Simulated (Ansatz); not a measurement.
Consider LiNbO3 (space group R3c, No. 161).

```
LiNbO3
1.0
    2.53373     1.46285     4.56243
   -2.53373     1.46285     4.56243
    0.00000    -2.92570     4.56243
Li Nb O
2 2 6
Direct
  0.28114   0.28114   0.28114
  0.78114   0.78114   0.78114
  0.99752   0.99752   0.99752
  0.49752   0.49752   0.49752
  0.10552   0.36572   0.71719
  0.71719   0.10552   0.36572
  0.36572   0.71719   0.10552
  0.21719   0.86572   0.60552
  0.86572   0.60552   0.21719
  0.60552   0.21719   0.86572
```

Cartesian axes are those of the cell as printed.

Method: LDA (Ansatz, a program for electronic structure), without spin-orbit coupling.

For the base:

The volume per atom is 10.15 Å³.

The change: tensile biaxial strain of 3.00 % in the plane normal to [001], as in epitaxy on a mismatched substrate; the out-of-plane cell vector and the atoms relax.

What happens to the in-plane stress and volume per atom?

The mean in-plane stress (compression positive) comes out as -6.3 GPa; the volume per atom rises by 0.43 Å³ (10.15 Å³ → 10.58 Å³).

Stability against distortions was not tested.
